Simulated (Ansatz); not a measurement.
Start from C (space group R-3, No. 148; a = 6.318 Å, c = 3.846 Å (hexagonal axes); a hypothetical phase, not in the database extracts checked). Axes: x lies along a and z along c of the hexagonal cell.

Levels (all Ansatz, an electronic-structure program, PAW): PBEsol (420 eV, no spin-orbit coupling); HSE06 (420 eV, without spin-orbit coupling).

Its gap is 3.33 eV with PBEsol and 4.59 eV with HSE06.

Perturbation: the cell is compressed by 0.44 % along y with no lateral relaxation, atoms relaxed at fixed cell.

With PBEsol the gap becomes 3.24 eV.

Task: If the HSE06 correction stayed the same, what would the HSE06 gap be, and what does the HSE06 run give?

Result: A rigid correction of +1.26 eV gives 4.50 eV. The HSE06 run gives 4.50 eV, so the two effects roughly add.

Single points use the geometry relaxed with PBEsol. HSE06 was sampled on its mesh, a few special points and the semilocal edge points, so its gap is an upper bound. The cells carry an imposed strain or load. Stability against distortions was not tested.
